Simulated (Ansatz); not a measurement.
Functionals compared on the (10-13) surface of hcp Ti in its 1x1 cell, outermost plane spacing 0.22 Å in the ideal cut, in Ansatz (plane waves, PAW). The structure was relaxed with PBE; the other rows are single points on it, each with its references at the same level. Cutoff 420 eV (500 eV for r2SCAN).

Set-up: 18 atoms, 10.8 Å thick at the start; mesh 13x5x1; 0.1 eV smearing; dipole correction on; all atoms relaxed; held to the part of the start's symmetry that mesh and held atoms allow; no spin, no spin-orbit, no U. These notes are the PBE run's.

| functional | surface energy (J/m²) | work function of the top face (eV) | rough cost of the single point |
|---|---|---|---|
| PBE | 2.01 | 3.54 | – |
| LDA | 2.27 | 3.77 | very roughly 3 core-minutes |
| PBEsol | 2.20 | 3.61 | around 3 core-minutes (rough) |
| RPBE | … | … | around 3 core-minutes (rough) |
| r2SCAN | 2.20 | 3.53 | around 7 core-minutes (rough) |

**Question.** Complete the blanks.

**Answer.** 
- RPBE, surface energy (J/m²): 1.87
- RPBE, work function of the top face (eV): 3.41

Ansatz is a first-principles code.
